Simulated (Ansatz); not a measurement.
# Pressure series in BaTiO3

Base system: BaTiO$_{3}$ in the cubic perovskite structure (space group Pm-3m, No. 221).

```
BaTiO3
1.0
    3.96988     0.00000     0.00000
    0.00000     3.96988     0.00000
    0.00000     0.00000     3.96988
Ba Ti O
1 1 3
Direct
  0.00000   0.00000   0.00000
  0.50000   0.50000   0.50000
  0.50000   0.00000   0.50000
  0.00000   0.50000   0.50000
  0.50000   0.50000   0.00000
```

Cell and atoms are relaxed at each pressure.

All numbers come from PBEsol/PAW in Ansatz (an electronic-structure program), no spin-orbit coupling.

```
pressure (GPa)  volume per atom (Å³/atom)
--------------  -------------------------
-2                                 12.656
-1                                 12.583
0                                  12.513
0.3                                12.493
0.7                                12.465
1.5                                12.411
3                                  12.313
5                                       ?
7.5                                12.044
```

Problem. Fit the third-order Birch–Murnaghan form P(V) = (3B₀/2)[(V₀/V)^(7/3) − (V₀/V)^(5/3)]·[1 + (3/4)(B₀′ − 4)((V₀/V)^(2/3) − 1)] (squares taken in P) to the rows shown and predict the withheld row.

Solution. Least squares on the printed values gives V₀ = 12.513 Å³/atom, B₀ = 180 GPa, B₀′ = 4.5; this predicts 12.190 Å³/atom, and the run gives 12.190 Å³/atom, in agreement.

Measured bulk modulus of BaTiO3: 162 GPa (temperature not stated; as listed in Yu-ichiro Matsushita, Kazuma Nakamura, Atsushi Oshiyama, Physical Review B (2011)); the computed value is for a static lattice, so the two differ by thermal effects too.

Load acts through the strain it causes; cell and atoms are relaxed under it. Stability against distortions was not tested. No other phases were tried under pressure. All final runs are without spin polarisation. Many cubic perovskites are stable only at high temperature; tilts and polar distortions were not tested. This is not the structure that BaTiO3 has at room temperature and ambient pressure.
